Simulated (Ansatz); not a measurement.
LaBr₃ (P6₃/m, No. 176)

Method: PBE0 in Ansatz (plane waves, PAW).

Numerical settings: plane-wave cutoff 460 eV, 6×6×6 k mesh, Fermi–Dirac smearing 0.01 eV, scalar-relativistic PAW data made under PBE.

Cell (relaxed at this level):

```yaml
crystal:
  lattice:
    - [8.06687, 0.00000, 0.00000]
    - [-4.03343, 6.98611, 0.00000]
    - [0.00000, 0.00000, 4.50616]
  atoms:
    - { symbol: La, position: [0.66667, 0.33333, 0.75000] }
    - { symbol: La, position: [0.33333, 0.66667, 0.25000] }
    - { symbol: Br, position: [0.30188, 0.91261, 0.75000] }
    - { symbol: Br, position: [0.69812, 0.08739, 0.25000] }
    - { symbol: Br, position: [0.38927, 0.30188, 0.25000] }
    - { symbol: Br, position: [0.61073, 0.69812, 0.75000] }
    - { symbol: Br, position: [0.08739, 0.38927, 0.75000] }
    - { symbol: Br, position: [0.91261, 0.61073, 0.25000] }
```

For LaBr₃ (P6₃/m, No. 176), the band gap comes out as 5.38 eV (on the SCF k mesh).

Measured, for comparison: band gap 5.9 eV (temperature not stated, not corrected to a static lattice, literature value; as tabulated in Przystupa et al. (2023), doi:10.3390/ma16145085).

Spin–orbit coupling is not included.

Computed values are for the static lattice.

Ansatz is an electronic-structure program.
